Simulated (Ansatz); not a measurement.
Functionals compared on a constructed model of the (111) surface of fcc Pt, a pseudomorphic layer of Mg in the host's stacking (bottom of the slab: a bare face, its two planes held), in Ansatz (plane waves, PAW). The structure was relaxed with PBE; the other rows are single points on it. Cutoff 420 eV (500 eV for r2SCAN).

Set-up: 7 atoms, 13.9 Å thick at the start; mesh 15x15x1; 0.1 eV smearing; dipole correction on; 2 atoms held, the rest relaxed; symmetry of the start imposed; no spin, no spin-orbit, no U. It is one candidate, not shown to be the stable structure of the face. These notes are the PBE run's.

| functional | work function of the top face (eV) | rough cost of the single point |
|---|---|---|
| PBE | 4.14 | – |
| RPBE | (withheld) | around 30 core-seconds (rough) |
| r2SCAN | 4.23 | roughly 60 core-seconds |

**Question.** Complete the blanks.

**Answer.** 
- RPBE, work function of the top face (eV): 4.08

Ansatz is an electronic-structure program.
